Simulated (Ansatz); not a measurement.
Pressure series in CdSe

Start from CdSe in the wurtzite structure (space group P6_3mc, No. 186; a = 4.383 Å, c = 7.155 Å).

Cell and atoms are relaxed at each pressure.

Levels (all Ansatz, a first-principles code, PAW, earlier PAW set): PBE (420 eV, no spin-orbit coupling); r2SCAN (500 eV, scalar-relativistic without spin-orbit coupling); HSE06 (420 eV, no spin-orbit coupling); PBE+SOC (420 eV, noncollinear with spin-orbit coupling).

Band gaps by level, all at the geometries relaxed with PBE:

```json
[
 {"case": "base", "PBE": "0.54 eV", "r2SCAN": "1.02 eV", "HSE06": "1.46 eV", "PBE+SOC": "0.42 eV"},
 {"case": "pressure −2 GPa", "PBE": "0.43 eV", "r2SCAN": "0.90 eV", "HSE06": "1.33 eV", "PBE+SOC": "(withheld)"},
 {"case": "pressure −1 GPa", "PBE": "0.49 eV", "r2SCAN": "0.97 eV", "HSE06": "1.40 eV", "PBE+SOC": "0.37 eV"},
 {"case": "pressure 4.2 GPa", "PBE": "0.71 eV", "r2SCAN": "1.20 eV", "HSE06": "1.66 eV", "PBE+SOC": "0.59 eV"},
 {"case": "pressure 9 GPa", "PBE": "0.84 eV", "r2SCAN": "1.35 eV", "HSE06": "1.82 eV", "PBE+SOC": "0.73 eV"},
 {"case": "pressure 18 GPa", "PBE": "0.95 eV", "r2SCAN": "(withheld)", "HSE06": "1.94 eV", "PBE+SOC": "(withheld)"},
 {"case": "pressure 45 GPa", "PBE": "zero", "r2SCAN": "zero", "HSE06": "–", "PBE+SOC": "zero"},
 {"case": "pressure 60 GPa", "PBE": "zero", "r2SCAN": "zero", "HSE06": "–", "PBE+SOC": "zero"}
]
```

Q: What belongs in the blanks?

A: 
- pressure −2 GPa, PBE+SOC: 0.31 eV
- pressure 18 GPa, r2SCAN: 1.47 eV
- pressure 18 GPa, PBE+SOC: 0.83 eV

Single points use the geometry relaxed with PBE. The mesh was chosen for an insulator and is coarse for the gapless case. From pressure 45 GPa on, the axis ratios lie over 15 % from the base's, so the cell there is far from its starting form. Differences between runs with and without spin-orbit coupling are approximate. Load acts through the strain it causes; cell and atoms are relaxed under it. Stability against distortions was not tested. The runs without spin-orbit coupling are not spin-polarised. Measured, CdSe leaves this structure (for rock salt) near 2.72 GPa (temperature not stated; as listed in Datta, Sujoy, Jana, Debnarayan, arXiv (2020)), on rising pressure, with hysteresis. The zero or small gap of CdSe under pressure 45 GPa can change with the level of theory.
